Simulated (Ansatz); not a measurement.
The parent structure is TiO2 in the rutile structure (space group P4_2/mnm, No. 136; a = 4.597 Å, c = 2.954 Å). Axes: x, y, z lie along a, b, c of the conventional cell.

Modification: tensile biaxial strain of 0.63 % in the plane normal to [001], as in epitaxy on a mismatched substrate; the out-of-plane cell vector and the atoms relax.

Levels (all Ansatz, a program for electronic structure, PAW, earlier PAW set): r2SCAN (500 eV, spin-orbit coupling left out); HSE06 (420 eV, no SOC).

The geometry is relaxed with r2SCAN.

| Property | Result |
|---|---|
| r2SCAN band gap | 2.23 eV |

With HSE06 at the same geometry, the band gap grows by 1.15 eV to 3.38 eV.

Single points use the geometry relaxed with r2SCAN. No phonon test of stability was made. The final runs are not spin-polarised.
